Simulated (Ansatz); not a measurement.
Effect of biaxial strain −0.54 %, plane normal [001], relaxed out of plane on MoS2

Consider MoS2 in the 3R-MoS2 type structure (space group R3m, No. 160; layered, stacked along the Cartesian z axis).

```xyz
3
Lattice="1.5877 0.9167 6.1953 -1.5877 0.9167 6.1953 0.0000 -1.8333 6.1953" Properties=species:S:1:pos:R:3 pbc="T T T"
Mo     0.0000     0.0000     0.0001
S      0.0000     0.0000    13.9450
S      0.0000     0.0000    10.8357
```

Cartesian axes are those of the cell as printed.

Now apply this change: biaxial strain −0.54 %, plane normal [001], relaxed out of plane (Cartesian); in-plane vectors clamped, the third vector and the atoms free.

Calculations: r2SCAN+rVV10/PAW in Ansatz (an electronic-structure program), no spin-orbit coupling, earlier PAW set. k-mesh 12×12×12 (Γ-centred); smearing 0.05 eV (Fermi–Dirac).

```csv
quantity,base,changed,shift
space group,R3m (No. 160),R3m (No. 160),–
shortest interatomic distance,240.3 pm,240.0 pm,-0.39 pm
energy relative to the base (free energy F),0 meV/atom,+1.0 meV/atom,+1.0 meV/atom
"pressure (mean of the normal stresses, compression positive)",0.00 GPa,1.05 GPa,+1.057 GPa
band gap,1.02 eV,1.06 eV,+0.031 eV
gap character,"indirect, T → k = (0.167, -1/2, -0.167) in the run's primitive reciprocal basis","indirect, T → Γ–S₀ (56 % along)",–
width of the top valence band,1.81 eV,1.79 eV,-0.02 eV
hole mass,"0.85 mₑ along k, 0.69 mₑ across (at T)","0.81 mₑ along k, 0.74 mₑ across (at T)",–
out-of-plane strain,–,+0.32 %,–
mean in-plane stress (compression positive),–,+1.6 GPa,–
```

Effective masses come from finite differences of ±0.01 Å⁻¹. Along k means along the line from Γ to the band edge. No phonon test of stability was made.
